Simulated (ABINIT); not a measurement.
ABINIT run on ScAl (P1, 2 atoms in the cell): self-consistent single point.

Method of the run: PBEsol, PAW (JTH v2.0 PBE PAW, files made for PBE) (plane waves; ABINIT 10.0.3).

```xyz
2
Lattice="3.3704 0.0000 0.0000 0.0000 3.3704 0.0000 0.0000 0.0000 3.3704" Properties=species:S:1:pos:R:3 pbc="T T T"
Sc     1.6969     1.6542     1.6992
Al    -0.0117     0.0310    -0.0140
```

Reference input (self-consistent single point, DFT, LDA (PW92), plane waves, PAW (JTH v2.0 LDA PAW)): pseudos = [Sc.LDA_PW-JTH.xml, Al.LDA_PW-JTH.xml]; ecut = 30 Ha; pawecutdg = 60 Ha; occopt = 7; tsmear = 0.00734986 Ha; ngkpt = 9 9 9; nshiftk = 1; shiftk = 0 0 0; potentials = JTH v2.0 LDA PAW; nband = 12; kptopt = 1; nstep = 60. This run's input differs from it in these lines:

```diff
@@ -1,4 +1,4 @@
-# ScAl, JTH v2.0 LDA PAW
+# ScAl, JTH v2.0 PBE PAW
 pp_dirpath "./"
-pseudos "Sc.LDA_PW-JTH.xml, Al.LDA_PW-JTH.xml"
+pseudos "Sc.GGA_PBE-JTH.xml, Al.GGA_PBE-JTH.xml"
 acell 6.3690384441 6.3690384441 6.3690384441
@@ -17,2 +17,3 @@
 pawecutdg 60 Ha
+ixc -116133
 occopt 7
```

Its files differ too (potentials: JTH v2.0 LDA PAW → JTH v2.0 PBE PAW).

The program printed (abridged):

```
--- !BeginCycle
solver: {iscf: 17, nstep: 60, nline: 4, wfoptalg: 10, }
tolerances: {toldfe: 1.00E-09, }
...

     iter   Etot(hartree)      deltaE(h)  residm     nres2
 ETOT  1  -47.972008239222    -4.797E+01 5.891E+00 9.855E+00
 ETOT  2  -49.131811167705    -1.160E+00 2.902E-01 7.514E+00
 ETOT  3  -49.110944101347     2.087E-02 1.254E-01 1.856E+00
 ETOT  4  -49.109711681844     1.232E-03 5.385E-02 8.814E-01
 ETOT  5  -49.107322486464     2.389E-03 2.867E-02 2.062E-02
   [... 4 lines left out ...]
 ETOT 10  -49.107465549783    -1.800E-09 1.139E-03 2.361E-06
 ETOT 11  -49.107465545800     3.983E-09 5.994E-04 2.785E-07
 ETOT 12  -49.107465545905    -1.049E-10 1.681E-03 9.395E-08
 ETOT 13  -49.107465545771     1.338E-10 3.934E-04 1.464E-08
 At SCF step   13, etot is converged :
  for the second time, diff in etot=  1.338E-10 < toldfe=  1.000E-09

 Cartesian components of stress tensor (hartree/bohr^3)
  sigma(1 1)=  5.10737705E-05  sigma(3 2)=  3.34738370E-06
  sigma(2 2)=  5.28660717E-05  sigma(3 1)= -1.27595445E-06
  sigma(3 3)=  5.12032140E-05  sigma(2 1)=  2.80417792E-06

 ----iterations are completed or convergence reached----

 reduced coordinates (array xred) for    2 atoms
       0.503472000000      0.490802000000      0.504147000000
       0.996528000000      0.009198000000      0.995853000000
 cartesian forces (eV/Angstrom) at end:
    1     -0.11554554967603     0.30421904499520    -0.13794607874918
    2      0.11554554967603    -0.30421904499520     0.13794607874918
 frms,max,avg= 2.0406627E-01 3.0421904E-01  -2.463E-05  3.029E-05 -2.790E-05 e/A
   [... lines left out ...]
 Fermi (or HOMO) energy (hartree) =   0.30157   Average Vxc (hartree)=  -0.36871
   [... lines left out ...]
'-kT*entropy'       : -5.74352260064110E-04
total_energy        : -4.91074382388104E+01
total_energy_eV     : -1.33628135229751E+03
...

-Cartesian components of stress tensor (GPa)         [Pressure= -1.5215E+00 GPa]
- sigma(1 1)=  1.50264195E+00  sigma(3 2)=  9.84834120E-02
- sigma(2 2)=  1.55537327E+00  sigma(3 1)= -3.75398697E-02
- sigma(3 3)=  1.50645031E+00  sigma(2 1)=  8.25017489E-02

 Calculation completed.
```

The run converged in 13 iterations. 

The starting cell comes from a database of computed structures (which also holds hypothetical and non-ambient phases and stackings), without a prior relaxation at this level. Its atoms were displaced at random from the sites of space group no. 221. The potentials were made for another functional than the one used.

These are the values that this program gave, and no reference: the one-centre exchange-correlation terms come from a truncated expansion.

Cost on one core of a shared machine: roughly 2 min.
